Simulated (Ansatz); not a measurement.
This Ansatz (a first-principles code) input is the reference run, PbO2 in the rutile structure (space group P4_2/mnm, No. 136), computed with PBE/PAW in Ansatz, no spin-orbit coupling:

Ansatz 0.2 input:
```yaml
crystal:
  lattice:
    - [5.0816266571, 0, 0]
    - [0, 5.0816266571, 0]
    - [0, 0, 3.4436420672]
  atoms:
    - { symbol: Pb, position: [0, 0, 0] }
    - { symbol: Pb, position: [0.5, 0.5, 0.5] }
    - { symbol: O, position: [0.3079633847, 0.3079633847, 0] }
    - { symbol: O, position: [0.8079633847, 0.1920366153, 0.5] }
    - { symbol: O, position: [0.1920366153, 0.8079633847, 0.5] }
    - { symbol: O, position: [0.6920366153, 0.6920366153, 0] }
basis: { ecutwfc: 420, ecutrho_ratio: 4, xc_grid: 2, fft_grid_basis: typed }
kpoints: { mp_grid: { grid: [9, 9, 14] } }
hamiltonian:
  xc: pbe
  dispersion: none
  pseudopotentials: { kind: paw }
scf: { occupations: { method: fermi_dirac, width: 0.05 }, convergence: { dr2_threshold: 0.0000000006 } }
output: { forces: true, stress: true }
checkpoint: { write: state.ck, write_every: 1000 }
```

**Question.** Write the input for this change: the cell is compressed by 2.40 % along z with no lateral relaxation, atoms relaxed at fixed cell.

**Answer.** 
Ansatz 0.2 input:
```yaml
crystal:
  lattice:
    - [5.0816266571, 0, 0]
    - [0, 5.0816266571, 0]
    - [0, 0, 3.3609946576]
  atoms:
    - { symbol: Pb, position: [0, 0, 0] }
    - { symbol: Pb, position: [0.5, 0.5, 0.5] }
    - { symbol: O, position: [0.3079633847, 0.3079633847, 0] }
    - { symbol: O, position: [0.8079633847, 0.1920366153, 0.5] }
    - { symbol: O, position: [0.1920366153, 0.8079633847, 0.5] }
    - { symbol: O, position: [0.6920366153, 0.6920366153, 0] }
basis: { ecutwfc: 420, ecutrho_ratio: 4, xc_grid: 2, fft_grid_basis: typed }
kpoints: { mp_grid: { grid: [9, 9, 14] } }
hamiltonian:
  xc: pbe
  dispersion: none
  pseudopotentials: { kind: paw }
scf: { occupations: { method: fermi_dirac, width: 0.05 }, convergence: { dr2_threshold: 0.0000000006 } }
relax: { f_tol: 0.005, max_steps: 50 }
output: { forces: true, stress: true }
checkpoint: { write: state.ck, write_every: 1000 }
```
This is the input that was run.

The cells carry an imposed strain or load. No phonon test of stability was made. All final runs are without spin polarisation.
